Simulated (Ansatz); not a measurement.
Take TiB$_{2}$ (space group P6/mmm, No. 191; a = 3.032 Å, c = 3.224 Å) as the base.

The other end (x = 1) is HfB$_{2}$ (space group P6/mmm, No. 191): 9.96 Å³/atom, gap zero.

Computed with DFT with PBE, PAW potentials and a 420 eV plane-wave cutoff in Ansatz (an electronic-structure program), no SOC.

Hf replaces a fraction x of Ti; each row is one arrangement (x, atoms in the cell, starting space group or random), fully relaxed.

One change was made to it. Results:

```csv
quantity,base,after
mixing energy (to 0.01 eV only: unlike meshes or grids),–,+0.02 eV/atom
shortest interatomic distance,175.1 pm,174.3 pm
deviation of the volume from the linear (Vegard-type) interpolation,–,+0.3 %
```

Task: What was done to the base?
A) x(Hf) = 0.75, 12 atoms, Pmmm
B) x(Hf) = 0.333, 9 atoms, P6/mmm
C) x(Hf) = 0.25, 12 atoms, Immm

Result: C, x(Hf) = 0.25, 12 atoms, Immm. For comparison, the shortest interatomic distance in the other runs: x(Hf) = 0.75, 12 atoms, Pmmm gives 177.5 pm; x(Hf) = 0.333, 9 atoms, P6/mmm gives 173.3 pm.

Each cell is one ordered arrangement of few atoms, which overstates ordering effects compared with a random alloy. Stability against distortions was not tested. The final runs are not spin-polarised.
